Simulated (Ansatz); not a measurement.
Input and output of a self-consistent single point for LaGe₃Ir (I4mm, 5 atoms in the cell) (Ansatz, an electronic-structure program).

Method of the run: PBEsol, default PAW files made with PBE (plane waves; Ansatz).

The change in words: lattice scaled by 0.98. Reference geometry:
```xyz
5
Lattice="-2.2303 2.2303 5.0669 2.2303 -2.2303 5.0669 2.2303 2.2303 -5.0669" Properties=species:S:1:pos:R:3 pbc="T T T"
La     0.0000     0.0000     5.9127
Ge     2.2303     0.0000     3.4722
Ge     0.0000     2.2303     3.4722
Ge     0.0000     0.0000     0.0050
Ir     0.0000     0.0000     2.4197
```

Reference input (self-consistent single point, DFT, PBEsol, plane waves, default PAW files made with PBE): basis.ecutwfc = 420 eV; kpoints.mp_grid.grid = 5 5 5; hamiltonian.xc = pbesol; hamiltonian.pseudopotentials = {kind: paw} (the program's default PAW files); scf.occupations.method = gaussian; scf.occupations.width = 0.1 eV. This run's input differs from it in these lines:

```diff
@@ -2,5 +2,5 @@
   lattice:
-    - [-2.23028600, 2.23028600, 5.06692000]
-    - [2.23028600, -2.23028600, 5.06692000]
-    - [2.23028600, 2.23028600, -5.06692000]
+    - [-2.18568000, 2.18568000, 4.96558200]
+    - [2.18568000, -2.18568000, 4.96558200]
+    - [2.18568000, 2.18568000, -4.96558200]
   atoms:
```

Output, abridged:

```
SCF iter   1: F=—  HF=-30724.600550 eV  |F-HF|=—  |Δ(HF+E_count)|=         —  Δρ=3.83e-3  dr2=1.20e-2  ethr=1.77e-3  ⟨swp⟩=5.2  Hψ=2471  notcnv=0
all-band conjugate gradients solve this SCF's bands
preconditioner: auto → Kerker (q_TF=auto, 2.593 Å⁻¹)
SCF iter   2: F=—  HF=-30724.599197 eV  |F-HF|=—  |Δ(HF+E_count)|=   1.35e-3  Δρ=2.18e-3  dr2=4.12e-3  ethr=1.71e-5  ⟨swp⟩=2.0  Hψ=1444  notcnv=0
   [... lines left out ...]
SCF iter   5: F=—  HF=-30724.598747 eV  |F-HF|=—  |Δ(HF+E_count)|=   7.45e-6  Δρ=8.46e-5  dr2=7.87e-6  ethr=7.03e-8  ⟨swp⟩=2.0  Hψ=1337  notcnv=0
SCF iter   6: F=—  HF=-30724.598746 eV  |F-HF|=—  |Δ(HF+E_count)|=   7.43e-7  Δρ=2.65e-5  dr2=1.06e-6  ethr=1.12e-8  ⟨swp⟩=2.0  Hψ=916  notcnv=0
SCF iter   7: F=—  HF=-30724.598746 eV  |F-HF|=—  |Δ(HF+E_count)|=   1.48e-7  Δρ=9.61e-6  dr2=1.46e-7  ethr=1.52e-9  ⟨swp⟩=2.1  Hψ=1253  notcnv=0
SCF iter   8: F=-30724.598746 eV  HF=-30724.598746 eV  |F-HF|=4.95e-9  |Δ(HF+E_count)|=   3.23e-8  Δρ=2.24e-6  dr2=8.86e-9  ethr=1.43e-10  ⟨swp⟩=8.8  Hψ=3245  notcnv=0
SCF 1 converged in 8 iterations: F = -30724.598746 eV  dr2 = 8.86e-9
Free energy (F): -30724.598746 eV
Internal energy: -30724.587180 eV  (E = F + TS)
E sigma→0 (E₀):  -30724.592963 eV
Entropy (-TS):   -0.011566 eV (-2.313 meV/atom)
Fermi energy:    14.888069 eV
--- Forces (eV/Å), atoms counted from 1 ---
  atom   1  La     0.00000000    -0.00000000    -0.20584929
  atom   2  Ge     0.00000000    -0.00000000     0.25228534
  atom   3  Ge    -0.00000000     0.00000000     0.25228534
  atom   4  Ge    -0.00000000     0.00000000    -0.19824874
  atom   5  Ir    -0.00000000     0.00000000    -0.10050607
--- Stress (GPa, compression-positive) ---
        4.030345       0.000000      -0.000000
        0.000000       4.030345       0.000000
       -0.000000      -0.000000       4.266448
  P = ⅓ Tr σ = 4.1090 GPa (41.090 kbar)
  The stress holds the Pulay correction. Without it, at fixed plane waves, as pw.x and ABINIT print it: P = 4.0761 GPa
```

The run converged in 8 iterations. Against the reference run the free energy is nearly the same (within 1 meV/atom), the pressure goes from -3.43 to 4.11 GPa and the largest force goes from 0.229 to 0.252 eV/Å.

The starting cell comes from a database of computed structures (which also holds hypothetical and non-ambient phases and stackings), without a prior relaxation at this level. Its lattice was rescaled by up to half a per cent. One atom was moved a little off its site on purpose. For this run, on top of that: lattice scaled by 0.98. Spin polarisation is off. With a pressure of about 4 GPa the cell is away from its equilibrium volume at this level. Ansatz's pressure includes its estimate of the finite-basis (Pulay) stress.

Keys are those of Ansatz 0.2.
